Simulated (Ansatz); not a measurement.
PtSe2: response to strain

Base system: PtSe2 in the CdI2 type structure (space group P-3m1, No. 164; a = 3.735 Å, c = 5.204 Å; layered, stacked along the Cartesian z axis; relaxed with 0.1 eV smearing). Axes: x lies along a and z along c of the hexagonal cell.

Strains are applied to the cell and any free atomic positions relax; under biaxial strain the out-of-plane vector relaxes too.

All numbers come from r2SCAN+rVV10 (Ansatz, a first-principles code; PAW; 500 eV plane waves; without spin-orbit coupling), earlier PAW set.

Base values:

| Quantity | Value |
|---|---|
| Band gap | zero |

### Question
The aim is a band gap between 0.39 eV and 0.45 eV. Which of these changes reaches it?
A. isotropic strain −0.49 %
B. biaxial strain −2.91 %, plane normal [001], relaxed out of plane
C. biaxial strain −4.76 %, plane normal [001], relaxed out of plane

### Answer
B, biaxial strain −2.91 %, plane normal [001], relaxed out of plane. It gives 0.41 eV; isotropic strain −0.49 % gives zero; biaxial strain −4.76 %, plane normal [001], relaxed out of plane gives 0.73 eV. Changes not listed may reach it too

Spin-orbit coupling, missing from the scalar runs, can matter with Pt. Whether these cells are dynamically stable was not tested. All final runs are without spin polarisation. The zero or small gap of PtSe2 can change with the level of theory.
